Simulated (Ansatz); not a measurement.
## Carrier properties of CaO under load (space group I4/mmm)

Consider the following.

```xyz
2
Lattice="0.0000 2.4595 2.3469 2.4595 0.0000 2.3469 2.4595 2.4595 0.0000" Properties=species:S:1:pos:R:3 pbc="T T T"
Ca     0.0000     0.0000     0.0000
O      2.4595     2.4595     2.3469
```

Computed with r2SCAN, rigid bands (plane waves, PAW, scalar-relativistic; Ansatz, an electronic-structure program). Condition of this run: biaxial stress in (001) of -6.6 GPa (compression positive) (the target of the relaxation). Geometry: cell and atoms relaxed with PBEsol, then loaded as said.

- band gap = 4.03 eV
- electron conductivity mass (300 K, dilute) = 0.46 (x), 0.46 (y), 1.35 (z) mₑ
- hole conductivity mass (300 K, dilute) = 3.4 (x), 3.4 (y), 0.47 (z) mₑ
- effective density of states N_c (300 K) = 1.3e19 cm⁻³
- effective density of states N_v (300 K) = 5.5e19 cm⁻³
- density-of-states mass, electrons = 0.65 mₑ
- density-of-states mass, holes = 1.69 mₑ
- Seebeck coefficient, n-type 1e19 cm⁻³, 300 K = -248 μV/K
- best n-type power factor at 300 K for τ = 10 fs (best axis; densities from 1e16 to 1e21 cm⁻³ tried, whether or not they can be reached) = 8.6 μW/(cm·K²) at 3e20 cm⁻³
- Seebeck coefficient, p-type 1e19 cm⁻³, 300 K = 387 μV/K
- best p-type power factor at 300 K for τ = 10 fs (best axis; densities from 1e16 to 1e21 cm⁻³ tried, whether or not they can be reached) = 18.0 μW/(cm·K²) at 3e20 cm⁻³

Rigid bands; masses and Seebeck coefficients take one relaxation time τ for all states and one kind of carrier; polarons and phonon drag are left out. Spin-orbit coupling is left out; where it splits the top of the valence band, N_v and the p-type Seebeck coefficient come out somewhat high without it. Geometry: cell and atoms relaxed with PBEsol.
